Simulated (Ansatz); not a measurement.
A self-consistent single point of the (001) slab of Mg (cut from a parent of space group no. 194; 4 atoms in the cell) with Ansatz (a program for electronic structure).

Computed with LDA (PW92), PAW files made with PBE (plane waves; Ansatz).

```
Mg
1.0
    3.20037     0.00000     0.00000
   -1.60018     2.77160     0.00000
    0.00000     0.00000    21.79160
Mg
4
Direct
  0.66667   0.33333   0.44041
  0.33333   0.66667   0.32122
  0.66667   0.33333   0.67878
  0.33333   0.66667   0.55959
```

Reference input (self-consistent single point, DFT, LDA (PW92), plane waves, PAW files made with PBE): basis.ecutwfc = 420 eV; kpoints.mp_grid.grid = 11 11 1; hamiltonian.xc = lda; hamiltonian.pseudopotentials = {kind: paw} (the program's default PAW files); scf.occupations.method = fermi_dirac; scf.occupations.width = 0.1 eV. This run's input differs from it in these lines:

Ansatz 0.2 input:
```diff
@@ -12,3 +12,3 @@
 basis:
-  ecutwfc: 420.0
+  ecutwfc: 295.0
 kpoints:
```

Output (repeated stretches shortened):

```
SCF iter   1: F=—  HF=-7605.796533 eV  |F-HF|=—  |Δ(HF+E_count)|=         —  Δρ=1.22e-2  dr2=1.71e0  ethr=3.10e-3  ⟨swp⟩=7.6  Hψ=1882  notcnv=0
all-band conjugate gradients solve this SCF's bands
preconditioner: auto → LDOS
SCF iter   2: F=—  HF=-7605.566339 eV  |F-HF|=—  |Δ(HF+E_count)|=   2.30e-1  Δρ=5.55e-3  dr2=2.73e-1  ethr=3.10e-3  ⟨swp⟩=3.2  Hψ=825  notcnv=0
SCF iter   3: F=—  HF=-7605.534190 eV  |F-HF|=—  |Δ(HF+E_count)|=   3.21e-2  Δρ=1.15e-3  dr2=5.39e-3  ethr=6.84e-4  ⟨swp⟩=2.8  Hψ=657  notcnv=0
SCF iter   4: F=—  HF=-7605.534262 eV  |F-HF|=—  |Δ(HF+E_count)|=   7.16e-5  Δρ=1.89e-4  dr2=1.47e-4  ethr=1.35e-5  ⟨swp⟩=2.2  Hψ=474  notcnv=0
SCF iter   5: F=—  HF=-7605.534281 eV  |F-HF|=—  |Δ(HF+E_count)|=   1.90e-5  Δρ=2.81e-5  dr2=7.01e-6  ethr=3.68e-7  ⟨swp⟩=1.9  Hψ=433  notcnv=0
SCF iter   6: F=—  HF=-7605.534281 eV  |F-HF|=—  |Δ(HF+E_count)|=   8.38e-7  Δρ=6.54e-6  dr2=1.45e-7  ethr=1.75e-8  ⟨swp⟩=1.9  Hψ=431  notcnv=0
SCF iter   7: F=-7605.534281 eV  HF=-7605.534281 eV  |F-HF|=2.82e-10  |Δ(HF+E_count)|=   3.91e-8  Δρ=1.20e-6  dr2=4.96e-9  ethr=2.50e-10  ⟨swp⟩=7.9  Hψ=1697  notcnv=0
SCF 1 converged in 7 iterations: F = -7605.534281 eV  dr2 = 4.96e-9
Free energy (F): -7605.534281 eV
Internal energy: -7605.464777 eV  (E = F + TS)
E sigma→0 (E₀):  -7605.499529 eV
Entropy (-TS):   -0.069504 eV (-17.376 meV/atom)
Fermi energy:    0.601403 eV
--- Forces (eV/Å), atoms counted from 1 ---
  atom   1  Mg    -0.00000000     0.00000000     0.03986452
  atom   2  Mg     0.00000000    -0.00000000     0.09050658
  atom   3  Mg     0.00000000     0.00000000    -0.09050658
  atom   4  Mg     0.00000000    -0.00000000    -0.03986452
--- Stress (GPa, compression-positive) ---
       -1.734473      -0.000000       0.000000
       -0.000000      -1.734473       0.000000
       -0.000000       0.000000      -0.672781
  P = ⅓ Tr σ = -1.3806 GPa (-13.806 kbar)
  The stress holds the Pulay correction. Without it, at fixed plane waves, as pw.x and ABINIT print it: P = -2.5659 GPa
```

The run converged in 7 iterations. Against the reference run the free energy rises by 39.4 meV/atom and the largest force hardly changes (0.090 to 0.091 eV/Å).

The starting cell has typed, rounded lattice constants, without a prior relaxation at this level. The slab is cut from that crystal, and its faces are unrelaxed. Its lattice was rescaled by up to half a per cent. The cutoff lies below the one recommended for these files.
